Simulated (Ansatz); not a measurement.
# Competing hops of interstitial O in alpha quartz, charge state -2

Defect migration in alpha quartz: interstitial O, charge state -2. Level of theory: PBE, PAW (plane waves to 420 eV; Ansatz, an electronic-structure program).

Settings: 72 host sites, the relaxed PBE lattice, the Γ point alone, smearing 0.01 eV, spin-restricted, no image-charge correction. No zero-point or tunnelling terms. The charge state is imposed; whether it is stable for some Fermi level was not computed. Sites that were not tried may lie lower.

Barriers: single points on a 2×2×2 k-point mesh shifted by half a step along c at the bands' geometries.

```
Route                                        Start site over the lowest site run (eV)  Hop (Å)  Forward barrier (eV)  Backward barrier (eV)   Neighbours at the start  Neighbours at the saddle  Saddle order  Forward, on the band's own sampling (eV)
-------------------------------------------  ----------------------------------------  -------  --------------------  ---------------------  ------------------------  ------------------------  ------------  ----------------------------------------
several atoms move together, O the farthest                                      0.00     1.08                  0.06                   0.06  Si at 1.70, Si at 1.76 Å            2 Si at 1.72 Å   not checked                                      0.05
```

Paths come from CI-NEB runs.   A further band (several atoms move together, O the farthest, 1.60 Å) gave 0.47 eV forward on its own sampling, 0.48 eV above the lowest site run, but a shoulder points to a second hump between its images, so it is not taken as a result. A further band (several atoms move together, O the farthest, 1.10 Å) gave 0.48 eV forward on its own sampling, 0.48 eV above the lowest site run, but its whole barrier lies in one image, so it is not taken as a result.
